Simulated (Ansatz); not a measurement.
Seebeck coefficient (μV/K, mean over directions) of n-type BN (F-43m) against carrier density, HSE06, rigid bands (Ansatz, a quantum-chemistry and plane-wave program). Computed gap 5.80 eV; densities at which minority carriers matter at this gap, or further valleys turn the trend, are left out. Conductivity mass 0.37 mₑ (harmonic mean over directions), N_c = 1.9e19 cm⁻³ at 300 K.

| electron density | 300 K | 500 K |
|---|---|---|
| 1e16 cm⁻³ | … | -936 |
| 1e17 cm⁻³ | … | -737 |
| 1e18 cm⁻³ | -473 | -539 |
| 3e18 cm⁻³ | -379 | -445 |
| 1e19 cm⁻³ | -278 | -342 |
| 3e19 cm⁻³ | … | -251 |
| 1e20 cm⁻³ | -109 | -159 |
| 3e20 cm⁻³ | -57 | -91 |
| 1e21 cm⁻³ | -26 | -43 |

Problem. Fill in the missing entries.

Solution. 
- 1e16 cm⁻³, 300 K: -870
- 1e17 cm⁻³, 300 K: -671
- 3e19 cm⁻³, 300 K: -191

Rigid bands with a gap fixed in temperature, one relaxation time for all states, no polarons or phonon drag, and whether or not such doping can be reached. Spin-orbit coupling is left out. Geometry: cell and atoms relaxed with PBEsol.
